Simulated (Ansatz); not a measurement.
**Smallest direct gap on the k points sampled of CsPbCl3 (Amm2, No. 38, 10 atoms in the cell; start mp-675524) at several levels of theory**

No measured value is used here.

```tsv
level (code)	value (eV)
dielectric-dependent PBEsol hybrid (Ansatz)	3.53
HSE06 (Ansatz)	2.96
PBE0 (Ansatz)	3.61
```

Computed values are for a static lattice. Spin–orbit coupling is included only where a level's name says +SOC; with heavier elements it mostly lowers gaps and can invert bands.  Values are at the PBEsol cell. Ansatz's density-functional and Hartree–Fock values are scalar-relativistic unless marked +SOC, with PAW data made under PBE.

A start named mp-… is a Materials Project structure, which need not be a measured phase.

Ansatz is a quantum-chemistry and plane-wave program.
